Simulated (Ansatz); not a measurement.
## Fermi-surface data of CoAl under load (space group Cmmm)

Input:

```
AlCo
1.0
    2.82663     0.00460     0.00000
    0.00460     2.82663     0.00000
    0.00000     0.00000     2.81911
Al Co
1 1
Direct
  0.00000   0.00000   0.00000
  0.50000   0.50000   0.50000
```

The numbers are results of PBEsol, rigid bands (plane waves, PAW, scalar-relativistic; Ansatz, an electronic-structure program), not measurements. Condition of this run: uniaxial stress along [110] of -1 GPa (compression positive) (the target of the relaxation). How the cell was made: cell and atoms relaxed with PBEsol, then loaded as said.

```json
{
 "density of states at the Fermi level": "0.679 states/(eV·cell), both spins",
 "bare Sommerfeld coefficient": "0.80 mJ/(mol of atoms·K²)",
 "drude_plasma_energy": "4.0 eV",
 "root-mean-square Fermi velocity": "4.6e5 m/s",
 "resistivity times τ": "30 ×10⁻²² Ω·m·s"
}
```

A metal at this level (no band gap); rigid bands, thermally averaged at 300 K, both spins. Spin-orbit coupling is left out. τ is one relaxation time for all states.

Treated as nonmagnetic (a ferromagnetic start lost its moment, other orders weren't tried): CoAl under load (space group Cmmm).
